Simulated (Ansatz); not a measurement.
Ansatz (a quantum-chemistry and plane-wave program) run on Cu3Pd (Pm-3m, 4 atoms in the cell): relaxation of cell and atoms.

Computed with LDA (PW92), default PAW files made with PBE (plane waves; Ansatz).

The change in words: atoms on their sites; basis.ecutwfc: 420 eV → 295 eV; relax: default → cell and atoms. Reference geometry:
```yaml
crystal:
  lattice:
    - [3.68295, 0.00000, 0.00000]
    - [0.00000, 3.68295, 0.00000]
    - [0.00000, 0.00000, 3.68295]
  atoms:
    - { symbol: Cu, position: [0.01358, 0.50000, 0.50000] }
    - { symbol: Cu, position: [0.50000, 0.00000, 0.50000] }
    - { symbol: Cu, position: [0.50000, 0.50000, 0.00000] }
    - { symbol: Pd, position: [0.00000, 0.00000, 0.00000] }
```

Reference input (self-consistent single point, DFT, LDA (PW92), plane waves, default PAW files made with PBE): basis.ecutwfc = 420 eV; kpoints.mp_grid.grid = 9 9 9; hamiltonian.xc = lda; hamiltonian.pseudopotentials = {kind: paw} (the program's default PAW files); scf.occupations.method = fermi_dirac; scf.occupations.width = 0.1 eV. This run's input differs from it in these lines:

Ansatz 0.2 input:
```diff
@@ -6,3 +6,3 @@
   atoms:
-    - { symbol: Cu, position: [0.013576, 0.500000, 0.500000] }
+    - { symbol: Cu, position: [0.000000, 0.500000, 0.500000] }
     - { symbol: Cu, position: [0.500000, 0.000000, 0.500000] }
@@ -11,3 +11,3 @@
 basis:
-  ecutwfc: 420.0
+  ecutwfc: 295.0
 kpoints:
@@ -19,2 +19,4 @@
   occupations: { method: fermi_dirac, width: 0.1 }
+relax:
+  cell: {}
 output:
```

The program printed (abridged):

```
   [... SCF lines of the steps left out ...]
relax step   1: F+E_penalty+E_count = -26510.68865859 eV  Δ(F+E_penalty+E_count) = +0.000e0 eV  max|allowed force component| = 7.152e-29 eV/Å  Δτ_max = 0.0000 Å  P = -8.389 GPa  Ω = 49.956 Å³  (8 SCF iters, dr2 threshold 1.00e-7 eV, accepted)
relax step   2: F+E_penalty+E_count = -26511.17350779 eV  Δ(F+E_penalty+E_count) = -4.848e-1 eV  max|allowed force component| = 1.075e-29 eV/Å  Δτ_max = 0.0000 Å  P = +8.319 GPa  Ω = 48.094 Å³  energy of the carried Pulay correction = +4.842e-1 eV  [...]
   [... lines left out ...]
relax step  20: F+E_penalty+E_count = -26510.73686229 eV  Δ(F+E_penalty+E_count) = -3.785e-3 eV  max|allowed force component| = 7.165e-30 eV/Å  Δτ_max = 0.0000 Å  P = +0.047 GPa  Ω = 47.825 Å³  energy of the carried Pulay correction = -1.494e-3 eV  [...]
relax step  21: F+E_penalty+E_count = -26510.75327032 eV  Δ(F+E_penalty+E_count) = -1.641e-2 eV  max|allowed force component| = 2.929e-29 eV/Å  Δτ_max = 0.0000 Å  P = -0.048 GPa  Ω = 47.825 Å³  stress off target by 4.80e-2 GPa  SCF on the basis [...]
basis re-selected at this cell: Δ(F+E_penalty+E_count) = -1.641e-2 eV, ΔP = -0.095 GPa vs the last step
the relaxation is at rest under the 48 symmetry operations that the run kept from its start: a minimum is not shown …
Free energy (F): -26510.753270 eV
Internal energy: -26510.706883 eV  (E = F + TS)
E sigma→0 (E₀):  -26510.730077 eV
Entropy (-TS):   -0.046387 eV (-11.597 meV/atom)
Fermi energy:    18.149260 eV
--- Forces (eV/Å), atoms counted from 1 ---
  atom   1  Cu    -0.00000000     0.00000000    -0.00000000
   [... zero for the other atoms too ...]
   [... lines left out ...]
  cell:  # Å, volume = 47.8252 Å³
   [... lines left out ...]
    - [-1.013119397828702e-34, -2.0864241064195053e-33, 3.6298241954187613]
  atoms:
    - { symbol: Cu, position: [3.540684730532178e-36, 0.5, 0.5] }
    - { symbol: Cu, position: [0.5, 2.2810180472289847e-36, 0.5] }
    - { symbol: Cu, position: [0.5, 0.5, 2.042702729086005e-36] }
    - { symbol: Pd, position: [7.898450552463051e-36, -2.076747774540016e-36, -1.3618018193539677e-37] }
```

The run converged.  The full log also holds: “iter 4 did not close the SCF: its close was put off for the readings that it lacked (scf_convergence_deferred on its scf_iter line)”. The full log also holds: “iter 5 did not close the SCF: its close was put off for the readings that it lacked (scf_convergence_deferred on its scf_iter line)”.

Summary of the result:
```
Item                                                                                                                 Value
-----------------------------------------------  -------------------------------------------------------------------------
Free energy E − TS (on the zero of these files)                                                             -26510.7533 eV
Fermi level (on the code's own zero)                                                                              18.15 eV
Pressure                                                                                                         -0.05 GPa
Final cell                                       a = 3.630 Å, b = 3.630 Å, c = 3.630 Å, α = 90.00°, β = 90.00°, γ = 90.00°
Final volume per atom                                                                                             11.96 Å³
Relaxation steps                                                                                                        21
```

The starting cell comes from a database of computed structures (which also holds hypothetical and non-ambient phases and stackings), without a prior relaxation at this level. Its lattice was rescaled by up to half a per cent. Spin polarisation is off. The relaxation keeps the symmetry of its start, so its end need not be a minimum. Ansatz's pressure includes its estimate of the finite-basis (Pulay) stress. Without the estimate this run gives -44.13 GPa. The cutoff lies below the one recommended for these files.

Cost on one core of a shared machine: roughly 60 s.
